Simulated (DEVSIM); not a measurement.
Device: Ni/SiO2/p-Ge capacitor, at 300 K.

| layer (left to right) | material | thickness (nm) | Na (cm⁻³) |
|---|---|---|---|
| 1 | SiO2 | 19.0 | - |
| 2 | Ge | 780 | 5.8e17 |

Metal gate on the left, work function 5.1 eV. Fixed charge at the semiconductor interface 0 cm⁻² (in units of +e); no interface traps.

Constants are typed, rounded textbook-type inputs, not results; the design itself was drawn at random and stands for no fabricated device. Values at 300 K; Nc and Nv go as T^1.5, mobilities as T to minus their exponent, the gap by Varshni's rule with the affinity fixed.

| parameter | SiO2 | Ge |
|---|---|---|
| gap (eV) | 9 | 0.664 |
| affinity (eV) | 0.9 | 4 |
| permittivity | 3.9 | 16 |
| Nc (cm⁻³) | - | 1.04e19 |
| Nv (cm⁻³) | - | 6e18 |
| Varshni α (eV/K) | - | 0.000477 |
| Varshni β (K) | - | 235 |

Simulated with DEVSIM: 1D Poisson equation in equilibrium, Boltzmann statistics, complete ionisation; no quantum confinement or tunnelling. Metal contacts follow the ideal Schottky-Mott rule: no Fermi-level pinning, no interface dipoles.

Base results: flat-band voltage (V) 0.50; capacitance of the dielectric stack (μF/cm²) 0.182; minimum of the low-frequency capacitance (μF/cm²) 0.126.

**Question.** What follows from this one change: temperature 300 → 500 K?

**Answer.** flat-band voltage 0.50 → 0.65 V; capacitance of the dielectric stack little changed (0.182 μF/cm²); minimum of the low-frequency capacitance 0.126 → 0.145 μF/cm².

**Question.** What follows from this one change: fixed charge 0 → 5.1e+11 cm^-2?

**Answer.** flat-band voltage 0.50 → 0.05 V; capacitance of the dielectric stack little changed (0.182 μF/cm²); minimum of the low-frequency capacitance little changed (0.127 μF/cm²).

**Question.** What follows from this one change: SiO2 thickness 0.019 → 0.013 μm?

**Answer.** flat-band voltage little changed (0.50 V); capacitance of the dielectric stack 0.182 → 0.266 μF/cm²; minimum of the low-frequency capacitance 0.126 → 0.162 μF/cm².

**Question.** What follows from this one change: interface trap density 0 → 1e+11 cm^-2 eV^-1?

**Answer.** flat-band voltage 0.50 → 0.47 V; capacitance of the dielectric stack little changed (0.182 μF/cm²); minimum of the low-frequency capacitance little changed (0.128 μF/cm²).

**Question.** What follows from this one change: substrate doping 5.8e+17 → 5.8e+16 cm^-3?

**Answer.** flat-band voltage 0.50 → 0.56 V; capacitance of the dielectric stack little changed (0.182 μF/cm²); minimum of the low-frequency capacitance 0.126 → 0.0835 μF/cm².
